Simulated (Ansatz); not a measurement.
The parent structure is Ta2O5 (space group Pmmm, No. 47; a = 3.6700 Å, b = 3.8590 Å, c = 6.4332 Å; a cell from a computed database, its experimental status unchecked). Axes: x, y, z lie along a, b, c of the conventional cell.

Now apply this change: the cell is stretched by 1.25 % along z with no lateral relaxation; the atoms relax in the strained cell.

Levels (all Ansatz, an electronic-structure program, PAW): PBEsol (420 eV, spin-orbit coupling left out); r2SCAN (500 eV, scalar-relativistic without spin-orbit coupling); HSE06 (420 eV, no spin-orbit coupling).

One geometry, relaxed with PBEsol, under each level:

| level | band gap | lowest conduction level above the VBM at special points | pressure |
|---|---|---|---|
| PBEsol | 0.34 eV | X 0.34 eV; U 0.38 eV; Γ 0.44 eV; S 0.58 eV | -1.81 GPa |
| r2SCAN | ? | ? | -1.81 GPa |
| HSE06 | 1.60 eV | X 1.60 eV; U 1.64 eV; Γ 1.89 eV | – |

**Question.** Give the withheld r2SCAN results.

**Answer.** 
- r2SCAN, band gap: 0.66 eV
- r2SCAN, lowest conduction level above the VBM at special points: X 0.66 eV; U 0.70 eV; Γ 0.84 eV; S 0.96 eV

Single points use the geometry relaxed with PBEsol. Their cutoffs differ, which shifts pressures a little. HSE06 gaps are upper bounds (no full band path). With Ta present, leaving out spin-orbit coupling can change the band edges. Stability against distortions was not tested.
